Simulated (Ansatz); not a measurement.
## HfSiO₄ (I4₁/amd, No. 141, 12 atoms in the cell; start COD 9000852)

Calculation: r²SCAN+SOC (plane waves, PAW; Ansatz, a program for electronic structure).

Run with plane-wave cutoff 560 eV, 8×8×8 k mesh, Fermi–Dirac smearing 0.01 eV, PAW data made under PBE.

Cell (measured lattice):

```
CELL_PARAMETERS angstrom
     -3.28625     3.28625     2.98160
      3.28625    -3.28625     2.98160
      3.28625     3.28625    -2.98160
ATOMIC_POSITIONS crystal
  Hf 0.00000 0.00000 0.00000
  Hf 0.75000 0.25000 0.50000
  Si 0.50000 0.50000 0.00000
  Si 0.25000 0.75000 0.50000
  O  0.68020 0.49570 0.81550
  O  0.24570 0.93020 0.31550
  O  0.68020 0.86470 0.18450
  O  0.61470 0.93020 0.68450
  O  0.06980 0.38530 0.31550
  O  0.50430 0.31980 0.18450
  O  0.06980 0.75430 0.68450
  O  0.13530 0.31980 0.81550
```

```json
{
  "band_gap": "6.01 eV (indirect)",
  "smallest_direct_gap_on_the_k_points_sampled": "6.38 eV"
}
```

Note: the file's cell can be that of a phase stable at another temperature; cell and atoms aren't relaxed at this level (largest force component 0.07 eV/Å, pressure 1.0 GPa).

Static lattice: no zero-point or thermal effects.
